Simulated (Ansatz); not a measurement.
## ZnBr₂ (within 0.1 Å of I4₁/acd, No. 142; cell taken from a computed entry)

These are r²SCAN+rVV10 (PAW; Ansatz, an electronic-structure program) values and carry that method's errors.

Settings: plane-wave cutoff 500 eV, 4×4×4 k mesh, Fermi–Dirac smearing 0.05 eV, scalar-relativistic PAW data made under PBE.

Cell (relaxed at this level):

```xyz
48
Lattice="12.2507 -5.6114 0.3974 12.2507 5.6114 0.3974 -5.4585 0.0000 9.8057" Properties=species:S:1:pos:R:3 pbc="T T T"
Zn     0.2048    -1.3976     8.0225
Zn    18.8382     1.3976     2.5781
Zn    16.1089    -1.3976     7.4809
Zn     2.9341     1.3976     3.1196
Zn     6.2824     1.5068     8.3075
Zn    12.7606    -1.5068     2.2931
Zn    10.0313     1.5068     7.1959
Zn     9.0117    -1.5068     3.4046
Zn    16.4483    -1.3970     1.2478
Zn     2.5947     1.3970     9.3527
Zn     5.3239    -1.3970     4.4498
Zn    13.7191     1.3970     6.1507
Zn     8.6723    -4.1041     9.6377
Zn    10.3707     4.1041     0.9628
Zn     7.6414    -4.1041     5.8657
Zn    11.4015     4.1041     4.7349
Br    18.3351     0.0003     0.6698
Br     0.7078    -0.0003     9.9307
Br     3.4371     0.0003     5.0278
Br    15.6059    -0.0003     5.5727
Br    13.2695    -2.8992     4.1908
Br     5.7735     2.8992     6.4097
Br     8.5027    -2.8992     1.5068
Br    10.5403     2.8992     9.0937
Br    19.3560    -0.0131     4.4599
Br    -0.3131     0.0131     6.1407
Br     2.4162    -0.0131     1.2378
Br    16.6268     0.0131     9.3627
Br     4.8437     2.8059     2.6965
Br    14.1992    -2.8059     7.9040
Br    16.9285     2.8059     3.0012
Br     2.1145    -2.8059     7.5994
Br    10.5536    -2.7118     9.0707
Br     8.4894     2.7118     1.5298
Br     5.7601    -2.7118     6.4327
Br    13.2828     2.7118     4.1678
Br     4.4671    -0.0135     8.8015
Br    14.5759     0.0135     1.7990
Br    11.8466    -0.0135     6.7019
Br     7.1964     0.0135     3.8987
Br    10.8861     5.5267     2.8488
Br     8.1569    -5.5267     7.7517
Br     8.1569     0.0840     7.7517
Br    10.8861    -0.0840     2.8488
Br    12.3338     2.8054     0.4437
Br     6.7092    -2.8054    10.1568
Br     9.4385     2.8054     5.2540
Br     9.6045    -2.8054     5.3466
```

| Property | Value |
|---|---|
| band gap | 3.74 eV (on the SCF k mesh) |

Spin–orbit coupling is not included.

Computed values are for the static lattice.

The result took around 2.8 core-hours (rough).
